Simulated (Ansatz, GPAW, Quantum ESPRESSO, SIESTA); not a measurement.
# Ge₃Rh (I4/mmm, 4 atoms in the cell) computed with different codes at matched settings

Self-consistent single point.

```
Ge3Rh
1.0
   -2.12256     2.12256     3.73766
    2.12256    -2.12256     3.73766
    2.12256     2.12256    -3.73766
Ge Rh
3 1
Direct
  0.75000   0.25000   0.50000
  0.25000   0.75000   0.50000
  0.50000   0.50000   0.00000
  0.00000   0.00000   0.00000
```

Shared settings, as Ansatz (an electronic-structure program) writes them: kpoints.mp_grid.grid = 5 5 5; scf.occupations.method = gaussian; scf.occupations.width = 0.05 eV. Potentials and cutoffs stand in the table.

```
code                                                                                                                                 model  pressure (GPa)       cutoff
----------------  ------------------------------------------------------------------------------------------------------------------------  --------------  -----------
Ansatz                                                                                                 LDA (PW92), PAW files made with PBE           -8.30      default
GPAW                                                                         LDA (Perdew-Wang 92), GPAW PAW datasets LDA (gpaw-data 1.0.1)           -7.99       550 eV
SIESTA            LDA PW92, numerical atomic orbitals DZP, PseudoDojo LDA standard norm-conserving potentials (rewritten from UPF to PSML)           -5.11  grid 400 Ry
Quantum ESPRESSO                                                                      LDA (PZ), PSlibrary ultrasoft (LDA) pseudopotentials           -8.27        60 Ry
```

On Ansatz's run: spin polarisation is off.

The spread over the programs that give each value: pressure within 3.19 GPa.

SIESTA uses small atom-centred bases, whose incompleteness enters pressures, forces and empty levels differently from a plane-wave cutoff. Ansatz's pressure is given at a fixed set of plane waves, as the other plane-wave codes print theirs; with its correction for the finite basis it is -8.25 GPa. The same LDA comes in different parametrisations, which differ slightly. In the pressure, SIESTA (by 3.17) lies more than 1 GPa from the median of the plane-wave programs.

On the base mesh (8 8 8) the same programs gave: Ansatz pressure -8.57 GPa; Quantum ESPRESSO pressure -8.41 GPa; GPAW pressure -8.20 GPa; SIESTA pressure -5.69 GPa.

The starting cell comes from a database of computed structures (which also holds hypothetical and non-ambient phases and stackings), without a prior relaxation at this level.

Left out of this page: CP2K (on another mesh); Elk (not drawn, or without a comparable value); FLEUR (with a known weakness of the program).

Keys are those of Ansatz 0.2.
